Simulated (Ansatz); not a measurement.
We consider Bi2S3 (model structure, started from the A-La2O3 type, P-3m1, No. 164, 5 atoms in the cell), described by G0W0@PBEsol (hard PAW, contour deformation; Ansatz, a quantum-chemistry and plane-wave program).

The same calculation (at the PBEsol cell, 26.412 Å³/atom) with different numerical settings; throughout: k mesh 3×3×1:

| run | response cutoff (eV) | empty bands | quasiparticle gap on the mesh (eV) | quasiparticle gap at Γ (eV) | rough time |
|---|---|---|---|---|---|
| 1 | 70 | 323 | 1.079 | 1.079 | 20 core-s |
| 2 | 105 | 593 | 1.132 | 1.132 | 50 core-s |
| 3 | 140 | 913 | 1.168 | 1.168 | 2 core-min |
| 4 | 175 | 1275 | 1.193 | 1.193 | 5 core-min |
| 5 | 210 | 1676 | 1.207 | 1.207 | 10 core-min |
| 6 | 280 | 2581 | (withheld) | (withheld) | 20 core-min |

Task: Some entries are withheld; supply them.

Result: 
- 6, quasiparticle gap on the mesh (eV): 1.224
- 6, quasiparticle gap at Γ (eV): 1.224

In the column quasiparticle gap on the mesh (eV) the first row differs from the last by -0.145 and the next to last by -0.017.

The last row is no converged limit: other settings stay fixed.

Spin–orbit coupling is not included.

Note: filled d or f shells below the valence bands can shift G0W0 gaps through exchange with them, which wasn't tested here.

A model structure was made by putting elements into a prototype or built by hand; it is no filed structure, need not be a known phase, and can be a saddle point held by its symmetry.
